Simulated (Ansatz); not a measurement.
Data:

```yaml
crystal:
  lattice:
    - [0.00000, 2.25199, 2.25199]
    - [2.25199, 0.00000, 2.25199]
    - [2.25199, 2.25199, 0.00000]
  atoms:
    - { symbol: C, position: [0.00000, 0.00000, 0.00000] }
    - { symbol: Ta, position: [0.50000, 0.50000, 0.50000] }
```

No spin polarisation.

The values are results of PBEsol (Ansatz, a quantum-chemistry and plane-wave program, PAW, no spin-orbit coupling), not measurements. Γ-centred 22×22×22 mesh, Fermi–Dirac width 0.1 eV.

**Question.** Predict the band gap and pressure.

**Answer.** 
```json
{
 "band_gap": "zero",
 "pressure": "-13.5 GPa"
}
```

The cells carry an imposed strain or load. No phonon test of stability was made. All final runs are without spin polarisation. The cell was made from TaC in the rock salt structure (space group Fm-3m, No. 225) by this change: isotropic strain +1.44 %.
